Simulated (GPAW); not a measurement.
GPAW run on GaAs (F-43m, 2 atoms in the cell): self-consistent single point.

Method of the run: PBE, GPAW PAW datasets PBE (gpaw-data 1.0.1) (plane waves; GPAW).

The change in words: lattice scaled by 0.98. Reference geometry:
```
CELL_PARAMETERS angstrom
      0.00000     2.82500     2.82500
      2.82500     0.00000     2.82500
      2.82500     2.82500     0.00000
ATOMIC_POSITIONS crystal
  Ga 0.00000 0.00000 0.00000
  As 0.25000 0.25000 0.25000
```

Reference input (self-consistent single point, DFT PBE, plane waves, GPAW PAW datasets PBE (gpaw-data 1.0.1)): mode = pw; ecut = 550 eV; xc = PBE; kpts = 8 8 8; mesh shift (steps) = 0 0 0; occupations.name = fermi-dirac; occupations.width = 0.01 eV; nbands = -6; convergence.density = 1e-05 e/electron; convergence.bands = -4; symmetry.symmorphic = false; symmetry.tolerance = 0.0005. This run's input differs from it in these lines:

```diff
@@ -5,5 +5,5 @@
 atoms = Atoms(['Ga', 'As'],
-              cell=[[0.000000, 2.825000, 2.825000],
-                    [2.825000, 0.000000, 2.825000],
-                    [2.825000, 2.825000, 0.000000]],
+              cell=[[0.000000, 2.768500, 2.768500],
+                    [2.768500, 0.000000, 2.768500],
+                    [2.768500, 2.768500, 0.000000]],
               scaled_positions=[[0.000000, 0.000000, 0.000000],
```

Log, with long lists cut:

```
     iter     time        total  log10-change:
                         energy   eigst   dens
iter:   1 --:--:--    -8.200765   +0.28
iter:   2 --:--:--    -8.183563   -1.64  -0.85
iter:   3 --:--:--    -8.127633   -1.68  -0.88
iter:   4 --:--:--    -8.118410   -3.45  -1.39
iter:   5 --:--:--    -8.109960   -2.34  -1.41
iter:   6 --:--:--    -8.107035   -3.57  -1.65
iter:   7 --:--:--    -8.106930c  -4.97  -2.25
iter:   8 --:--:--    -8.106670c  -4.17  -2.18
iter:   9 --:--:--    -8.106653c  -5.97  -2.93
iter:  10 --:--:--    -8.106654c  -7.09  -3.38
iter:  11 --:--:--    -8.106656c  -6.73  -3.35
iter:  12 --:--:--    -8.106656c  -7.59c -3.92
iter:  13 --:--:--    -8.106656c  -9.10c -4.26
iter:  14 --:--:--    -8.106656c  -8.53c -4.21
iter:  15 --:--:--    -8.106656c  -9.82c -4.41
iter:  16 --:--:--    -8.106656c  -9.41c -4.47
iter:  17 --:--:--    -8.106656c  -9.79c -4.58
iter:  18 --:--:--    -8.106656c  -9.47c -4.64
iter:  19 --:--:--    -8.106656c -10.40c -4.91
iter:  20 --:--:--    -8.106656c -11.29c -4.90
iter:  21 --:--:--    -8.106656c  -9.46c -4.91
iter:  22 --:--:--    -8.106656c -10.93c -5.25c
Converged after 22 iterations.

Dipole moment: (-3.496939, -3.496939, -3.496939) |e|*Ang

Energy contributions relative to reference atoms: (reference = -114387.645129)

Kinetic:        +36.055556
Potential:      -31.488109
External:        +0.000000
XC:             -12.695643
Entropy (-ST):   -0.000000
Local:           +0.021540
SIC:             +0.000000
--------------------------
Free energy:     -8.106656
Extrapolated:    -8.106656

Showing only first 2 kpts
 Kpt  Band  Eigenvalues  Occupancy
  0     2      5.59549    2.00000
  0     3      5.59549    2.00000
  0     4      6.67252    0.00000
  0     5      9.38715    0.00000

  1     2      4.86748    2.00000
  1     3      4.86748    2.00000
  1     4      8.33843    0.00000
  1     5      8.77227    0.00000

Fermi level: 5.96834

Gap: 1.077 eV
Transition (v -> c):
  (s=0, k=0, n=3, [0.00, 0.00, 0.00]) -> (s=0, k=0, n=4, [0.00, 0.00, 0.00])
No difference between direct/indirect transitions
Energy (eV): -8.106656

Forces in eV/Ang:
  0 Ga   -0.00000   -0.00000    0.00000
  1 As   -0.00000   -0.00000   -0.00000

Stress tensor:
    -0.064163     0.000000     0.000000
     0.000000    -0.064163    -0.000000
     0.000000    -0.000000    -0.064163
Stress (GPa, Voigt): [-10.28 -10.28 -10.28  -0.     0.     0.  ]
```

The run converged in 22 iterations. GPAW prints stress with tension positive. Against the reference run the free energy goes up by 59.9 meV/atom, the pressure goes from 4.50 to 10.28 GPa and the gap on the mesh goes from 0.602 to 1.077 eV.

The starting cell has typed, rounded lattice constants, without a prior relaxation at this level. For this run, on top of that: lattice scaled by 0.98. With a pressure of about 10 GPa the cell is away from its equilibrium volume at this level.
